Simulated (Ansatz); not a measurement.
The parent structure is SiO2 (space group P4_12_12, No. 92).

```cif
data_O8Si4
_chemical_formula_sum 'Si4 O8'
_space_group_name_H-M_alt 'P 1'
_space_group_IT_number 1
_cell_length_a 4.97967
_cell_length_b 4.97967
_cell_length_c 6.91664
_cell_angle_alpha 90.000
_cell_angle_beta 90.000
_cell_angle_gamma 90.000
loop_
_space_group_symop_operation_xyz
  'x, y, z'
loop_
_atom_site_label
_atom_site_type_symbol
_atom_site_fract_x
_atom_site_fract_y
_atom_site_fract_z
_atom_site_occupancy
Si1 Si 0.30245 0.30245 0.00000 1
Si2 Si 0.80245 0.19755 0.75000 1
Si3 Si 0.19755 0.80245 0.25000 1
Si4 Si 0.69755 0.69755 0.50000 1
O1 O 0.23816 0.10928 0.18144 1
O2 O 0.73816 0.39072 0.56856 1
O3 O 0.26184 0.60928 0.06856 1
O4 O 0.76184 0.89072 0.68144 1
O5 O 0.89072 0.76184 0.31856 1
O6 O 0.39072 0.73816 0.43144 1
O7 O 0.60928 0.26184 0.93144 1
O8 O 0.10928 0.23816 0.81856 1
```

Computed with Ansatz (an electronic-structure program), r2SCAN, PAW, cutoff 500 eV, spin-orbit coupling left out, earlier PAW set.

Before the change:

- Band gap: 6.35 eV
- Width of the top valence band: 0.61 eV

The change: every lattice vector is shortened by 4.83 %, atoms relaxed at fixed cell.

Task: Estimate the effect on the energy relative to the base, band gap and width of the top valence band.

Result: The energy goes up by 18 meV/atom; the band gap rises by 0.32 eV (6.35 eV → 6.67 eV); the width of the top valence band decreases by 0.107 eV (0.61 eV → 0.51 eV).

The cells carry an imposed strain or load. No phonon test of stability was made.
